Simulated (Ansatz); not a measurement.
The parent structure is MoS₂ (space group R3m, No. 160; a = 3.1532 Å, c = 17.9937 Å (hexagonal axes); layered, stacked along the Cartesian z axis).

(Cell as relaxed with PBE-D3(BJ).)

Levels (all Ansatz, a program for electronic structure, PAW, earlier PAW set): PBE-D3(BJ) (420 eV, no spin-orbit coupling); r2SCAN+rVV10 (500 eV, no SOC).

Each level relaxes its own structure.

```
base                 PBE-D3(BJ)  r2SCAN+rVV10
-------------------  ----------  ------------
volume per atom        17.22 Å³      18.03 Å³
lattice parameter a     3.153 Å       3.175 Å
band gap                0.77 eV       1.02 eV
```

One thing is altered: electrons 7.0×10^21 cm⁻³, on a uniform background at fixed cell.

```tsv
quantity	PBE-D3(BJ)	r2SCAN+rVV10
Fermi level relative to the doped band's edge (positive inside the band; to 0.05 eV)	+0.50 eV	+0.40 eV
gap between the host's bands	0.71 eV	0.98 eV
shift of the gap caused by the change	-0.05 eV	-0.04 eV
largest internal atomic displacement	0.022 Å	0.016 Å
```

PBE-D3(BJ)'s Fermi level from band edge lies 0.10 eV above r2SCAN+rVV10's; PBE-D3(BJ)'s gap between the host's bands lies 0.27 eV below r2SCAN+rVV10's; PBE-D3(BJ)'s largest internal atomic displacement lies 0.006 Å above r2SCAN+rVV10's. Neither level is exact; r2SCAN+rVV10 is the comparison here, not a measurement.

Charged cell with a jellium background: band edges are those of the host's band count, energies are not comparable with the neutral cell, and many-body gap narrowing is missing. Stability against distortions was not tested.
